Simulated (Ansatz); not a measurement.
The starting structures come from a database of crystals and need not be the phases stable at ambient conditions.

 Where the default PAW files enter, the runs use the earlier of Ansatz's two default sets.

Here is the system:

```
CELL_PARAMETERS angstrom
      3.99359     0.00000     0.00000
      0.00000     6.58611     0.00000
      1.99680     0.00000     3.45855
ATOMIC_POSITIONS crystal
  Ga 0.33333 0.00002 0.33333
  Ga 0.66667 0.50002 0.66667
  As 0.33333 0.62598 0.33333
  As 0.66667 0.12598 0.66667
```

Space group of this cell: P6_3mc, wurtzite. The cell is taken as given.

The numbers are results of r2SCAN (plane waves, PAW; Ansatz, a quantum-chemistry and plane-wave program), not measurements.

The current runs along the normal of the first two printed vectors; no spin-orbit coupling. Scaled by the factor s: the length along the current (ions clamped). Meshes 10×6×10 and 8×6 across the current in all rows.

| s | mean pressure (GPa) | band gap (eV) |
|---|---|---|
| 0.97 | 2.4 | 1.10 |
| 1.00 | 0.0 | 0.97 |
| 1.03 | -1.9 | ? |

Problem. Take the slope of the band gap against ln s from the two given rows, extrapolate to s = 1.03, and say what the run there gives.

Solution. Slope = (1.10 − 0.97) / ln 0.97 = -4.27 eV. The line gives 0.97 + (-4.27) × ln 1.03 = 0.84 eV. The run gives 0.69 eV, 0.15 eV under the line, 122 % of the predicted step.
